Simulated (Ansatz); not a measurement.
# A series of runs on AlSiMo (P3_212, 9 atoms in the cell)

```yaml
crystal:
  lattice:
    - [4.72918, 0.00000, 0.00000]
    - [-2.36459, 4.09559, 0.00000]
    - [0.00000, 0.00000, 6.57744]
  atoms:
    - { symbol: Al, position: [0.66597, 0.83298, 0.50000] }
    - { symbol: Al, position: [0.16701, 0.83298, 0.16667] }
    - { symbol: Al, position: [0.16701, 0.33403, 0.83333] }
    - { symbol: Si, position: [0.01104, 0.50552, 0.50000] }
    - { symbol: Si, position: [0.49448, 0.50552, 0.16667] }
    - { symbol: Si, position: [0.49448, 0.98896, 0.83333] }
    - { symbol: Mo, position: [0.34503, 0.17252, 0.50000] }
    - { symbol: Mo, position: [0.82749, 0.17252, 0.16667] }
    - { symbol: Mo, position: [0.82749, 0.65497, 0.83333] }
```

Base run A: PBEsol, default PAW files made with PBE run with Ansatz (an electronic-structure program), self-consistent single point.

Its settings: kpoints.mp_grid.grid = 8 8 5; hamiltonian.xc = pbesol; hamiltonian.pseudopotentials = {kind: paw} (the program's default PAW files); scf.occupations.method = cold; scf.occupations.width = 0.1 eV.

The starting cell comes from a database of computed structures (which also holds hypothetical and non-ambient phases and stackings), without a prior relaxation at this level. Spin polarisation is off. Ansatz's pressure includes its estimate of the finite-basis (Pulay) stress.

A dash stands where there is no value to compare (another energy zero or no entropy term, no result, no spin, no clean gap, or a mesh too coarse for one). 

Run A gave: pressure (GPa) -1.28; largest force (eV/Å) 0.071.

Runs:
- B: hamiltonian.dispersion: default → d3bj [PBEsol-D3BJ]
- C: hamiltonian.dispersion: default → d3bjatm [PBEsol-D3BJ-ATM]
- D: hamiltonian.dispersion: default → d4 [PBEsol-D4]

**Question.** What does run D change against A?

**Answer.** The pressure goes from -1.28 to -4.36 GPa and the largest force moves little (0.071 to 0.072 eV/Å).

**Question.** What does run B change against A?

**Answer.** The pressure goes from -1.28 to -6.95 GPa and the largest force hardly changes (0.071 to 0.072 eV/Å).

**Question.** What does run C change against A?

**Answer.** The pressure goes from -1.28 to -5.93 GPa and the largest force hardly changes (0.071 to 0.072 eV/Å).

```tsv
run	pressure (GPa)	largest force (eV/Å)	dispersion energy (eV/atom)
A	-1.28	0.071	–
B	-6.95	0.072	-0.494
C	-5.93	0.072	-0.448
D	-4.36	0.072	-0.292
```

Keys are those of Ansatz 0.2.
